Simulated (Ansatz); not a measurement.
# A computed series for MoS2: response to strain

The parent structure is MoS₂ in the 2H-MoS2 type structure (space group P6_3/mmc, No. 194; layered, stacked along the Cartesian z axis).

```xyz
6
Lattice="3.1732 0.0000 0.0000 -1.5866 2.7481 0.0000 0.0000 0.0000 12.4370" Properties=species:S:1:pos:R:3 pbc="T T T"
Mo     0.0000     1.8320     3.1092
Mo     1.5866     0.9160     9.3277
S      0.0000     1.8320     7.7719
S      1.5866     0.9160     1.5534
S      1.5866     0.9160     4.6651
S      0.0000     1.8320    10.8836
```

Cartesian axes are those of the cell as printed.

Strains are applied to the cell and any free atomic positions relax; under biaxial strain the out-of-plane vector relaxes too.

The values are results of r2SCAN+rVV10/PAW in Ansatz (an electronic-structure program), spin-orbit coupling left out, earlier PAW set, not measurements.

Notes on the quantities. pressure: mean of the normal stresses, compression positive.

| variant | pressure | volume per atom | band gap | hole mass | smallest direct gap |
|---|---|---|---|---|---|
| base | 0.00 GPa | 18.08 Å³ | 1.01 eV | 0.87 mₑ along c, 0.69 mₑ across (at Γ) | 1.74 eV |
| biaxial strain −4.47 %, plane normal [001], relaxed out of plane | 10.06 GPa | 16.83 Å³ | 1.25 eV | 0.67 mₑ out of plane, 1.4 mₑ in plane (at Γ) | 2.23 eV |
| biaxial strain −3.15 %, plane normal [001], relaxed out of plane | 6.76 GPa | 17.19 Å³ | 1.17 eV | 0.71 mₑ out of plane, 1.1 mₑ in plane (at Γ) | 2.15 eV |
| biaxial strain +2.00 %, plane normal [001], relaxed out of plane | -3.59 GPa | 18.65 Å³ | 0.66 eV | 1.0 mₑ out of plane, 0.56 mₑ in plane (at Γ) | 1.53 eV |
| tensor shear ε_yz = −3.82 % | 0.22 GPa | 18.05 Å³ | 1.01 eV | 0.66 mₑ along x, 0.72 mₑ along y, 0.86 mₑ along z (at Γ) | 1.74 eV |
| tensor shear ε_yz = −3.97 % | 0.22 GPa | 18.05 Å³ | 1.01 eV | 0.66 mₑ along x, 0.72 mₑ along y, 0.86 mₑ along z (at Γ) | 1.74 eV |

Masses are band curvatures over ±0.01 Å⁻¹ around the edge. No phonon test of stability was made. Under tensor shear ε_yz = −3.82 % and tensor shear ε_yz = −3.97 % atoms moved by over 0.3 Å (layers or molecules slid or turned), so the response is not a plain elastic one.
